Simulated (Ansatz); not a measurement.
Ansatz (a program for electronic structure), DFT, PBE, plane waves, its default PAW files: Au(111) slab of 12 layers, 1x1, atoms displaced (Au12), unrelaxed, 12 atoms. Basis and mesh were picked for this test and aren't claimed converged.

```yaml
cell: 2.88, 2.88, 35.90 Å; 90, 90, 60°
distance_to_the_nearest_atom: 2.82 to 2.92 Å
task: single point
k mesh: 10×10×1
hamiltonian.xc: pbe
kind_of_files: paw
scf.occupations.method: fermi_dirac
scf.occupations.width: 0.1 eV
output.forces: true
binding of workers (--pin): off
k-point pools (--kpoint-pools): 1
memory maximum (--max-ram): 8GiB
accuracy: medium (default)
basis.precision: auto (default)
basis.xc_grid: 2 (default)
scf.eigensolver.kind: auto (default)
scf.convergence.dr2_threshold: 1e-07 (default)
scf.lower_state_search: light (default)
k-points after symmetry: 52
bands_at_the_start: 127
electrons: 228
plane waves at Γ: 5063
cutoff (eV): 420
FFT grid: 20×20×240
symmetry_operations: 1
```

Settings of this run: scf.mixing.algorithm = broyden, scf.mixing.preconditioner = none; 4 threads.

```tsv
iteration	dr2 (eV)	Hψ
1	3.32e0	24401
2	1.28e4	14349
3	1.28e1	13483
4	3.38e1	7927
5	1.36e0	7916
6	2.49e-1	7857
7	2.33e-1	7580
8	1.11e-1	6688
9	1.05e-1	7462
10	5.18e-2	6904
11	1.76e-2	7781
12	5.21e-3	8126
13	2.70e-4	7360
14	3.30e-3	8916
15	1.32e-3	6608
16	2.82e-3	6642
17	1.98e-4	6684
18	4.31e-5	6569
19	1.15e-4	7377
20	5.53e-6	6651
21	4.23e-6	7310
22	4.41e-7	6496
23	2.53e-7	7600
24	6.97e-7	7179
25	1.13e-6	6511
26	2.36e-6	6603
27	1.68e-7	6485
28	4.58e-7	16755
29	2.37e-8	16592
```

It converged after 29 SCF iterations.

The cycle is slow. Which setting should be changed?

One answer among several that fit: scf.mixing.preconditioner = auto (default) (8 SCF iterations), all else kept. The other changes of this size gave: scf.mixing.preconditioner = kerker (23); scf.mixing.algorithm = auto (default) (25). In that run the program took: scf.mixing.preconditioner LDOS, scf.eigensolver.kind band_cg, --slots 4. The change moves the result by: energy under 0.001 meV/atom, forces (largest component) 0.072 meV/Å. Counts are of single runs.

Keys are those of Ansatz 0.2.
